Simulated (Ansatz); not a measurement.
Start from PbO (space group P4/nmm, No. 129; a = 4.034 Å, c = 4.994 Å; layered, stacked along the Cartesian z axis).

Method: Kohn–Sham DFT with the PBE-D3(BJ) functional, run in Ansatz (an electronic-structure program) with PAW and 420 eV plane waves, no SOC.

Strains are applied to the cell and any free atomic positions relax.

One change was made to it. Results:

| quantity | base | after |
|---|---|---|
| largest internal atomic displacement | – | 0.030 Å |
| energy relative to the base (free energy F) | 0 meV/atom | +2.9 meV/atom |
| pressure (mean of the normal stresses, compression positive) | 0.01 GPa | -1.22 GPa |

**Question.** What was done to the base?
A. isotropic strain +1.20 %
B. isotropic strain +2.40 %
C. isotropic strain +1.80 %
D. isotropic strain +3.00 %

**Answer.** A, isotropic strain +1.20 %. For comparison, the energy relative to the base in the other runs: isotropic strain +3.00 % gives +17 meV/atom; isotropic strain +2.40 % gives +11 meV/atom; isotropic strain +1.80 % gives +6.4 meV/atom.

No phonon test of stability was made. The D3 term's C6 switches between coordination references near this geometry, which can add small steps to energies.
